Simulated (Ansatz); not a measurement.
# Ba4As2O, carrier doping

Start from Ba$_{4}$As$_{2}$O (space group I4/mmm, No. 139; a = 5.100 Å, c = 17.085 Å; a cell from a computed database, its experimental status unchecked).

Carriers are added at fixed cell with a uniform background; the Fermi–Dirac width is that of 300 K.

The values are results of PBEsol (Ansatz, an electronic-structure program; PAW; 420 eV plane waves; without spin-orbit coupling), not measurements.

Notes on the quantities. Fermi level from band edge: Fermi level relative to the doped band's edge (positive inside the band; to 0.05 eV).

| change | gap between the host's bands | Fermi level from band edge | largest internal atomic displacement |
|---|---|---|---|
| undoped | 0.56 eV | – | – |
| electrons 2.0×10^21 cm⁻³ | 0.56 eV | +0.75 eV | 0.013 Å |
| electrons 5.0×10^21 cm⁻³ | 0.57 eV | +1.00 eV | 0.011 Å |
| holes 2.0×10^21 cm⁻³ | 0.69 eV | +0.25 eV | 0.015 Å |
| holes 5.0×10^21 cm⁻³ | 0.89 eV | +0.40 eV | 0.039 Å |

Carriers are added with a uniform compensating background; total energy and stress of such cells depend on the potential's zero and are not compared; many-body gap narrowing is missing at this level. Stability against distortions was not tested.
